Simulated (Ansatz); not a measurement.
# BN: pressure 9 GPa

The parent structure is BN in the zinc blende structure (space group F-43m, No. 216; a = 3.625 Å).

Perturbation: a hydrostatic pressure of 9 GPa.

Computed with PBE (Ansatz, a program for electronic structure; PAW; 420 eV plane waves; no spin-orbit coupling). k-mesh 16×16×16 (Γ-centred); smearing 0.05 eV (Fermi–Dirac).

```json
[
 {"quantity": "volume per atom", "base": "5.95 Å³", "changed": "5.82 Å³", "shift": "-0.137 Å³"},
 {"quantity": "density", "base": "3.46 g/cm³", "changed": "3.54 g/cm³", "shift": "+0.08 g/cm³"},
 {"quantity": "shortest interatomic distance", "base": "1.570 Å", "changed": "1.557 Å", "shift": "-0.0121 Å"},
 {"quantity": "enthalpy H = E + PV relative to the base's energy", "base": "–", "changed": "+0.33 eV/atom", "shift": "–"},
 {"quantity": "band gap", "base": "4.46 eV", "changed": "4.49 eV", "shift": "+0.03 eV"},
 {"quantity": "gap character", "base": "indirect, Γ → X", "changed": "indirect, Γ → X", "shift": "–"},
 {"quantity": "smallest direct gap", "base": "8.79 eV", "changed": "8.90 eV", "shift": "+0.11 eV"},
 {"quantity": "mean gap deformation potential ΔEg/Δln V", "base": "–", "changed": "-1.1 eV", "shift": "–"},
 {"quantity": "width of the top valence band", "base": "6.45 eV", "changed": "6.61 eV", "shift": "+0.16 eV"},
 {"quantity": "electron mass", "base": "0.91 mₑ along k, 0.30 mₑ across (at X)", "changed": "0.90 mₑ along k, 0.30 mₑ across (at X)", "shift": "–"},
 {"quantity": "hole mass (degenerate bands, along [100])", "base": "0.50, 0.53, 0.53 mₑ (at Γ)", "changed": "0.52 mₑ (at Γ)", "shift": "–"}
]
```

Final structure:

```
CELL_PARAMETERS angstrom
      0.00000     1.79837     1.79837
      1.79837     0.00000     1.79837
      1.79837     1.79837     0.00000
ATOMIC_POSITIONS crystal
  B  0.00000 0.00000 0.00000
  N  0.25000 0.25000 0.25000
```

Load acts through the strain it causes; cell and atoms are relaxed under it. Effective masses come from finite differences of ±0.01 Å⁻¹. Along k means along the line from Γ to the band edge. Whether these cells are dynamically stable was not tested. No other phases were tried under pressure.
